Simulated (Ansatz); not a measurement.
**Hypothetical P4/nmm Co2Si, response to strain**

Consider Co2Si (space group P4/nmm, No. 129; a = 3.4547 Å, c = 5.7510 Å; ferromagnetic; a hypothetical phase, not in the database extracts checked). Axes: x, y, z lie along a, b, c of the conventional cell.

Strains are applied to the cell and any free atomic positions relax; under biaxial strain the out-of-plane vector relaxes too.

Levels (all Ansatz, an electronic-structure program, PAW): PBE (420 eV, no SOC); PBEsol (420 eV, no spin-orbit coupling).

The base cell above is that of PBE; each level relaxes its own structures.

Notes on the quantities. pressure: mean of the normal stresses, compression positive.

| case | pressure, PBE | pressure, PBEsol |
|---|---|---|
| biaxial strain −1.08 %, plane normal [001], relaxed out of plane | 2.0 GPa | 2.2 GPa |
| biaxial strain +0.31 %, plane normal [001], relaxed out of plane | -0.6 GPa | (withheld) |
| biaxial strain +2.89 %, plane normal [001], relaxed out of plane | -4.8 GPa | -5.3 GPa |
| isotropic strain +1.20 % | -6.4 GPa | (withheld) |

Problem. What belongs in the blanks?

Solution. 
- biaxial strain +0.31 %, plane normal [001], relaxed out of plane, pressure, PBEsol: -0.6 GPa
- isotropic strain +1.20 %, pressure, PBEsol: -7.2 GPa

The two levels differ by at most about 0.7 GPa. They put the cases in the same order.

The magnetic state is the one reached from the starting moments; the real material's order can differ, and small cells can't hold many antiferromagnetic ones. Without a gap, meshes like the base's 13×13×8 leave anisotropic stresses uncertain by several tenths of a GPa, and small strain energies with them. No phonon test of stability was made.
